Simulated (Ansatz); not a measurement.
Start from Ir in the fcc (Cu type) structure (space group Fm-3m, No. 225; a = 3.831 Å; relaxed with 0.1 eV smearing). Axes: x, y, z lie along the cube axes.

All numbers come from PBEsol (Ansatz, a quantum-chemistry and plane-wave program, PAW, without spin-orbit coupling).

The change: the cell is compressed by 2.50 % along z with no lateral relaxation, atoms relaxed at fixed cell.

Predict the stress tensor and what it implies for the stiffness.

Stress of the strained cell less that of the base (GPa, compression positive):
```
    7.1     0.0     0.0
    0.0     7.1     0.0
    0.0     0.0    17.4
```

Then −Δσ_ii/ε with ε = -0.0250 gives secant stiffness values (nonlinear terms included at this strain): C33 ≈ 697 GPa, C13 ≈ 285 GPa and C23 ≈ 285 GPa.

As a check, the harmonic strain energy −½ V₀ Δσ:ε is 19 meV/atom; the computed energy rise is 19 meV/atom.

Stability against distortions was not tested. The final runs are not spin-polarised.
